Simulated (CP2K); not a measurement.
Worked example: self-consistent single point of SbPbBrO2 (I4mm, 5 atoms in the cell) in CP2K.

Computed with LDA (Pade form), GPW, DZVP-MOLOPT-SR-GTH basis, GTH-PADE potentials (GTH_POTENTIALS) run with CP2K.

```
CELL_PARAMETERS angstrom
      7.07097     0.00000     0.00000
      4.88456     5.11270     0.00000
     -5.97776    -2.55635     2.78029
ATOMIC_POSITIONS crystal
  Sb 0.32895 0.32895 0.00000
  Pb 0.63881 0.63881 0.00000
  Br 0.99801 0.99801 0.00000
  O  0.75502 0.25502 0.50000
  O  0.25502 0.75502 0.50000
```

Reference input (self-consistent single point, DFT LDA (Pade form), GPW, DZVP-MOLOPT-SR-GTH basis, GTH-PADE potentials (GTH_POTENTIALS)): CUTOFF = 450 Ry; REL_CUTOFF = 50 Ry; KPOINTS/SCHEME = MONKHORST-PACK 7 7 7; XC_FUNCTIONAL = PADE; Sb/BASIS_SET = DZVP-MOLOPT-SR-GTH-q5; Sb/POTENTIAL = GTH-PADE-q5; Pb/BASIS_SET = DZVP-MOLOPT-SR-GTH-q4; Pb/POTENTIAL = GTH-PADE-q4; Br/BASIS_SET = DZVP-MOLOPT-SR-GTH-q7; Br/POTENTIAL = GTH-PADE-q7; O/BASIS_SET = DZVP-MOLOPT-SR-GTH-q6; O/POTENTIAL = GTH-PADE-q6. This run's input differs from it in these lines:

```diff
@@ -36,3 +36,3 @@
     &KPOINTS
-      SCHEME MONKHORST-PACK 7 7 7
+      SCHEME MACDONALD 4 4 4 0.125 0.125 0.125
     &END KPOINTS
```

Output (repeated stretches shortened):

```
 SCF WAVEFUNCTION OPTIMIZATION

  Step     Update method      Time    Convergence         Total energy    Change
     1 NoMix/Diag. 0.40E+00      -     0.73208984       -54.8045506613 -5.48E+01
     2 Broy./Diag. 0.40E+00      -     0.32142848       -52.0241332772  2.78E+00
     3 Broy./Diag. 0.40E+00      -     0.02570737       -55.2154355516 -3.19E+00
     4 Broy./Diag. 0.40E+00      -     0.05207988       -54.8323600968  3.83E-01
     5 Broy./Diag. 0.40E+00      -     0.00514000       -54.8614576100 -2.91E-02
     6 Broy./Diag. 0.40E+00      -     0.00376945       -54.8386361158  2.28E-02
   [... 4 lines left out ...]
    11 Broy./Diag. 0.40E+00      -     0.00002671       -54.8219249717  6.63E-04
    12 Broy./Diag. 0.40E+00      -     0.00001102       -54.8219367249 -1.18E-05
    13 Broy./Diag. 0.40E+00      -     0.00000336       -54.8218473859  8.93E-05
    14 Broy./Diag. 0.40E+00      -     0.00000044       -54.8218441307  3.26E-06
  *** SCF run converged in    14 steps ***

  Overlap energy of the core charge distribution:               0.00000000301416
  Self energy of the core charge distribution:               -128.93168272737506
  Core Hamiltonian energy:                                     33.18300043275148
  Hartree energy:                                              52.77991413791331
  Exchange-correlation energy:                                -11.85307597699386

  Total energy:                                               -54.82184413068998

                     Mulliken Population Analysis

 #  Atom  Element  Kind  Atomic population                           Net charge
       1     Sb       1          3.816029                              1.183971
       2     Pb       2          3.370262                              0.629738
   [... lines left out ...]

 STRESS| Analytical stress tensor [bar]
 STRESS|                        x                   y                   z
 STRESS|      x       -4.82055989336E+04   1.68531444688E+03  -5.32000978403E-01
 STRESS|      y        1.68531444688E+03  -5.14258509076E+04  -3.29783016348E-01
 STRESS|      z       -5.32000978403E-01  -3.29783016348E-01  -5.21465476171E+04
 STRESS| 1/3 Trace                                            -5.05926658194E+04
```

The run converged in 14 iterations. Against the reference run the free energy rises by 1.5 meV/atom, the pressure hardly changes (-5.07 to -5.06 GPa), the largest force goes from 0.741 to 0.720 eV/Å and the gap on the mesh goes from 1.286 to 1.346 eV.

The starting cell comes from a database of computed structures (which also holds hypothetical and non-ambient phases and stackings), without a prior relaxation at this level. Spin-orbit coupling is off. Values carry the incompleteness of an atom-centred basis. With a pressure of about -5 GPa the cell is away from its equilibrium volume at this level.
